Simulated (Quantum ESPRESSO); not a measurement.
Checking a run of Quantum ESPRESSO on MnAu2 (I4/mmm, 3 atoms in the cell). The aim is a self-consistent single point with DFT, LDA (PZ), plane waves, GBRV 1.5 ultrasoft (LDA) pseudopotentials.

Cell that was meant: a = 4.9904 Å, b = 4.9904 Å, c = 4.9904 Å, α = 140.31°, β = 140.31°, γ = 57.38°.

Part of the input:

```fortran
/
&system
  ibrav = 0
  celldm(1) = 4.990385554
  nat = 3
  ntyp = 2
  ecutwfc = 50
[...]
Au   196.9666  au_lda_v1.uspp.F.UPF
ATOMIC_POSITIONS alat
Mn    0.000000000    0.000000000    0.000000000
Au    0.000000000    0.000000000    1.158506318
Au    0.000000000    0.000000000    0.595929067
K_POINTS automatic
9 9 9  0 0 0
CELL_PARAMETERS alat
  -0.339476891     0.339476891     0.877217693
   0.339476891    -0.339476891     0.877217693
   0.339476891     0.339476891    -0.877217693
```

Output (repeated stretches shortened):

```
     Message from routine setup:
     using ibrav=0 with symmetry is DISCOURAGED, use correct ibrav instead
     G-vector sticks info
   [... lines left out ...]
        k(    1) = (   0.0000000   0.0000000   0.0000000), wk =   0.0013717
        k(    2) = (   0.1636505   0.1636505   0.0000000), wk =   0.0054870
        k(    3) = (   0.3273010   0.3273010   0.0000000), wk =   0.0054870
   [... 72 lines left out ...]

     Dense  grid:     6755 G-vectors     FFT dimensions: (  32,  32,  32)

     Smooth grid:     2387 G-vectors     FFT dimensions: (  24,  24,  24)

     Initial potential from superposition of free atoms

     starting charge      36.4998, renormalised to      37.0000
     Self-consistent Calculation

     iteration #  1     ecut=    50.00 Ry     beta= 0.50

     total energy              =    -408.35799077 Ry
     estimated scf accuracy    <       1.79689205 Ry

     total magnetization       =     0.47 Bohr mag/cell
     absolute magnetization    =     0.49 Bohr mag/cell

     iteration #  2     ecut=    50.00 Ry     beta= 0.50

     total energy              =    -408.49216485 Ry
     estimated scf accuracy    <       0.88779920 Ry

     total magnetization       =     0.35 Bohr mag/cell
     absolute magnetization    =     0.35 Bohr mag/cell

   [... lines left out ...]

     iteration # 10     ecut=    50.00 Ry     beta= 0.50

     total energy              =    -408.71184604 Ry
     estimated scf accuracy    <          7.1E-10 Ry

     total magnetization       =     0.00 Bohr mag/cell
     absolute magnetization    =     0.00 Bohr mag/cell

     iteration # 11     ecut=    50.00 Ry     beta= 0.50

     Magnetic moment per site  (integrated on atomic sphere of radius R)
     atom   1 (R=0.230)  charge= 12.6462  magn= -0.0000
     atom   2 (R=0.230)  charge=  6.2105  magn= -0.0000
     atom   3 (R=0.230)  charge=  6.2105  magn= -0.0000
     End of self-consistent calculation

     Number of k-points >= 100: set verbosity='high' to print the bands.

     the Fermi energy is   111.7095 ev

!    total energy              =    -408.71184604 Ry
     estimated scf accuracy    <          6.3E-12 Ry
     smearing contrib. (-TS)   =      -0.00038060 Ry
     internal energy E=F+TS    =    -408.71146544 Ry

     total magnetization       =    -0.00 Bohr mag/cell
     absolute magnetization    =     0.00 Bohr mag/cell

     convergence has been achieved in  11 iterations

     Forces acting on atoms (cartesian axes, Ry/au):

     atom    1 type  1   force =     0.00000000    0.00000000    0.00000000
     atom    2 type  2   force =    -0.00000000   -0.00000000    3.03116089
   [... lines left out ...]

     Total force =     4.286709     Total SCF correction =     0.000006

          total   stress  (Ry/bohr**3)                   (kbar)     P=   164538.85
   1.09215788  -0.00000000   0.00000000       160661.97       -0.00        0.00
  -0.00000000   1.09215788   0.00000000           -0.00   160661.97        0.00
   0.00000000   0.00000000   1.17122131            0.00        0.00   172292.60

   JOB DONE.
```

Task: Is anything amiss in this input, and did it matter?

Result: The run is not sound. The fault is this: cell lengths typed in angstrom where bohr is read. Bohr and ångström differ by a factor of 1.89; the cell that the program reads is then far too large or far too small. To fix it, give the lengths in the unit that the key or card expects. The run converged in 11 iterations without an error; against the sound input the free energy rises by 146 eV/atom, the pressure goes from -11.30 to 16450 GPa, the largest force goes from 0.012 to 77.93 eV/Å and the size of the net moment goes from 1.34 to 0.00 μB/atom.

An input that runs soundly differs in these lines (not the only fix; some lines may just follow from the change or write a value another way):
```diff
-  celldm(1) = 4.990385554
+  celldm(1) = 9.430462042
-  -0.339476891     0.339476891     0.877217693
-   0.339476891    -0.339476891     0.877217693
-   0.339476891     0.339476891    -0.877217693
+  -0.339476773     0.339476773     0.877217784
+   0.339476773    -0.339476773     0.877217784
+   0.339476773     0.339476773    -0.877217784
```

With that input, the run converged in 16 iterations: free energy E − TS -6000.2602 eV; Fermi level (on the code's own zero) 14.49 eV; pressure -11.30 GPa; largest force (vector length) 0.012 eV/Å; size of the cell's spin moment 4.02 μB (DFT, LDA (PZ), plane waves, GBRV 1.5 ultrasoft (LDA) pseudopotentials).

On the sound input: the starting cell comes from a database of computed structures (which also holds hypothetical and non-ambient phases and stackings), without a prior relaxation at this level. With one magnetic atom in the cell only a parallel order is possible. With a pressure of about -11 GPa the cell is away from its equilibrium volume at this level.
